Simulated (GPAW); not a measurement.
**Variants of one calculation on CuO (C2/c, 4 atoms in the cell)**

```yaml
crystal:
  lattice:
    - [2.28696, -1.67128, 0.00000]
    - [2.28696, 1.67128, 0.00000]
    - [-0.83008, 0.00000, 4.93920]
  atoms:
    - { symbol: Cu, position: [0.00000, 0.50000, 0.00000] }
    - { symbol: Cu, position: [0.50000, 0.00000, 0.50000] }
    - { symbol: O, position: [0.58160, 0.41840, 0.25000] }
    - { symbol: O, position: [0.41840, 0.58160, 0.75000] }
```

Base run A: GPAW 25.7.0 with PBE, GPAW PAW datasets PBE (gpaw-data 1.0.1), self-consistent single point.

Its settings: mode = pw; ecut = 900 eV; xc = PBE; kpts = 8 8 5; mesh shift (steps) = 0 0 0; occupations.name = methfessel-paxton; occupations.width = 0.1 eV; occupations.order = 1; nbands = -10; convergence.density = 1e-05 e/electron; convergence.energy = 1e-05 eV/electron; symmetry.symmorphic = false; symmetry.tolerance = 0.0005; maxiter = 150.

The starting cell was generated: these elements placed on a structure prototype, without a prior relaxation; it need not be a known phase or ordering of this composition. Its lattice was rescaled by a random factor within 2.5 % of one. Spin polarisation is off, so a magnetic state, if there is one, cannot be reached. The run gives no clean gap (levels at the Fermi energy touch, overlap or are partly filled at this smearing), which alone does not show that the compound is a metal.

ΔF is the free energy per atom less that of run A. A dash stands where there is no value to compare (another energy zero or no entropy term, no result, no spin, no clean gap, or a mesh too coarse for one). Total energies depend on the potentials, the functional and any Hubbard or dispersion term, so they are compared only between runs that share all of them.

Run A gave: largest force (eV/Å) 0.095; k-points 93.

Runs:
- B: kpts: 8 8 5 → 6 6 3; occupations.width: 0.1 eV → 0.03 eV
- C: xc: PBE → revPBE; dispersion: default → d3bj; potentials: GPAW PAW datasets revPBE (gpaw-data 1.0.1) [revPBE-D3(BJ)]
- D: occupations.width: 0.1 eV → 0.3 eV; occupations.order: 1 → 0
- E: ecut: 900 eV → 630 eV
- F: nbands: -10 → -16
- G: symmetry.symmorphic: false → default; symmetry.tolerance: 0.0005 → default; symmetry: default → off
- H: kpts: 8 8 5 → 6 6 3
- I: convergence.bands: default → -4
- J: eigensolver: default → cg
- K: mixer.beta: default → 0.05; mixer.weight: default → 1
- L: convergence.density: 1e-05 e/electron → default; convergence.energy: 1e-05 eV/electron → default; convergence.forces: default → 1e-05 eV/Å

**Question.** What does run C change against A?

**Answer.** The largest force goes from 0.095 to 0.163 eV/Å.

```tsv
run	ΔF (meV/atom)	largest force (eV/Å)	k-points
A	0.00	0.095	93
B	5.6	0.122	34
C	–	0.163	93
D	-11.9	0.097	93
E	44.0	0.092	93
F	0.00	0.096	93
G	0.00	0.096	320
H	5.5	0.112	34
I	0.00	0.095	93
J	0.00	0.097	93
K	0.00	0.097	93
L	0.00	0.095	93
```
